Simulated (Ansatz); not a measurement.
The parent structure is BaTiO$_{3}$ (space group P4mm, No. 99; a = 3.955 Å, c = 4.046 Å).

Calculations: Ansatz (a first-principles code) PBEsol, scalar-relativistic without spin-orbit coupling, earlier PAW set.

For the base:

Smallest direct gap: 2.22 eV
Width of the top valence band: 1.17 eV
Band gap: 1.85 eV

Perturbation: every lattice vector is shortened by 2.34 %, atoms relaxed at fixed cell.

Q: Predict the new smallest direct gap, width of the top valence band and band gap.

A: The smallest direct gap falls by 0.15 eV, from 2.22 eV to 2.07 eV; the width of the top valence band decreases by 0.096 eV, from 1.17 eV to 1.08 eV; the band gap increases by 0.09 eV (1.85 eV → 1.94 eV).

The cells carry an imposed strain or load. Stability against distortions was not tested. The final runs are not spin-polarised.
